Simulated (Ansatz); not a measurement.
**Ge with two functionals, pressure 0.7 GPa**

Start from Ge in the diamond structure (space group Fd-3m, No. 227; a = 5.762 Å).

(Cell as relaxed with PBE.)

Levels (all Ansatz, a quantum-chemistry and plane-wave program, PAW): PBE (420 eV, without spin-orbit coupling); PBEsol (420 eV, scalar-relativistic without spin-orbit coupling).

Each level relaxes its own structure.

| base | PBE | PBEsol |
|---|---|---|
| volume per atom | 23.91 Å³ | 22.86 Å³ |
| lattice parameter a | 10.888 bohr | 10.726 bohr |
| band gap | zero | zero |

Perturbation: cell and atoms relaxed at a pressure of 0.7 GPa.

```json
[
 {"quantity": "shortest interatomic distance", "PBE": "4.696 bohr", "PBEsol": "4.629 bohr"},
 {"quantity": "band gap", "PBE": "zero", "PBEsol": "zero"}
]
```

PBE's shortest interatomic distance lies 0.0676 bohr above PBEsol's (1.5 %); the two agree on the band gap. Neither level is exact; PBEsol is the comparison here, not a measurement.

Load acts through the strain it causes; cell and atoms are relaxed under it. Whether these cells are dynamically stable was not tested. The zero or small gap of Ge can change with the level of theory.
